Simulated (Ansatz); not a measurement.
System: cubic perovskite CsCaF3. Method: BLYP in Ansatz (PAW).

Numerical settings: plane-wave cutoff 520 eV, 8×8×8 k mesh, Fermi–Dirac smearing 0.01 eV, scalar-relativistic PAW data made under PBE.

Pressure at four volumes; x = ln(V/19.772 Å³). One pressure is withheld.

```csv
V (Å³/atom),x,P (GPa)
18.586,-0.0619,3.20
19.772,0.0000,0.00
20.563,0.0392,-1.59
20.959,0.0583,?
```

### Question
Pass a parabola P(x) through the three rows shown, estimate the bulk modulus and its pressure derivative near zero pressure, and predict the withheld pressure.

### Answer
Slopes between the rows: (0.00 − (3.20))/(0.0000 − (-0.0619)) = -51.70 and (-1.59 − (0.00))/(0.0392 − (0.0000)) = -40.56 GPa. Their difference over the span 0.1011 is c = 11.14/0.1011 = 110.2 GPa, so P(x) = 3.20 + (-51.70)(x − (-0.0619)) + 110.2 (x − (-0.0619))(x − (0.0000)). At the middle row B = −dP/dx = −[-51.70 + 110.2 × 0.0619] = 44.9 GPa, and B′ = dB/dP = 2c/B = 4.9. At x = 0.0583 the parabola gives -2.24 GPa; the run gives -2.26 GPa. The Birch–Murnaghan fit to the energies at all volumes has B0 = 44.6 GPa and B′ = 4.7.

Measured, for comparison: bulk modulus 50.9 GPa (room temperature, no zero-point or thermal correction; as tabulated in Vaitheeswaran et al. (2016), arXiv:1609.00541). Computed (rounded) less measured: bulk modulus -12 %.

Note: the relaxation could not lower the start's symmetry, so the cell can be a saddle point above a distorted one.

Spin–orbit coupling is not included.

Ansatz is a quantum-chemistry and plane-wave program.
